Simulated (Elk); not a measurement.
## A series of runs on NdN (Fm-3m, 2 atoms in the cell)

```
NdN
1.0
    0.00000     2.57837     2.57837
    2.57837     0.00000     2.57837
    2.57837     2.57837     0.00000
Nd N
1 1
Cartesian
  2.57837   2.57837   2.57837
  0.00000   0.00000   0.00000
```
Moments meant for the start (each program seeds them in its own way; μB, in the order of the atoms Nd N): 3.0 0.0.

Base run A: Elk with PBEsol, all-electron FP-LAPW, Elk's shipped species files, LAPW+lo basis, self-consistent single point.

Its settings: xctype = 22; spinpol = true; rgkmax = 7.5; stype = 0; swidth = 0.00734986 Ha; ngridk = 9 9 9; reducebf = 0.7; gmaxvr = 14 1/bohr; nxoapwlo = 1; rmtscf = 0.99; nempty = 12 per atom; bfcmt = [[0.0, 0.0, -1.5], [0.0, 0.0, 0.0]].

The starting cell comes from a database of computed structures (which also holds hypothetical and non-ambient phases and stackings), without a prior relaxation at this level. With one magnetic atom in the cell only a parallel order is possible. With U or open f shells several self-consistent states can exist. The f electrons are in the valence without U or exact exchange, which can misplace them near the Fermi level. Spin-orbit terms, which matter for f shells, are left out. Values depend on the basis (sphere radii, cutoffs, local orbitals), which need not be converged.

ΔE is the total energy (no entropy term) per atom less that of run A. 

```tsv
run	swidth, ngridk	ΔE (meV/atom)	size of the net moment (μB/atom)	k-points
A	0.00734986 Ha, 9 9 9	0.00	1.50	35
B	0.00110248 Ha, 6 6 6	-59.1	1.50	16
C	0.00367493 Ha, 6 6 6	-45.7	1.50	16
D	0.0110248 Ha, 6 6 6	32.6	1.49	16
E	0.00110248 Ha, 8 8 8	-56.8	1.50	29
F	0.00367493 Ha, 8 8 8	-41.9	1.50	29
G	0.0110248 Ha, 8 8 8	35.1	1.50	29
H	0.00110248 Ha, 9 9 9	-56.1	1.50	35
I	0.00367493 Ha, 9 9 9	-41.5	1.50	35
J	0.0110248 Ha, 9 9 9	35.7	1.50	35
K	0.00110248 Ha, 11 11 11	-56.5	1.50	56
L	0.00367493 Ha, 11 11 11	-43.2	1.50	56
M	0.0110248 Ha, 11 11 11	35.4	1.50	56
```

Run F against A: The total energy falls by 41.9 meV/atom and the size of the net moment stays at 1.50 μB/atom.

Run C against A: The total energy goes down by 45.7 meV/atom and the size of the net moment stays at 1.50 μB/atom.
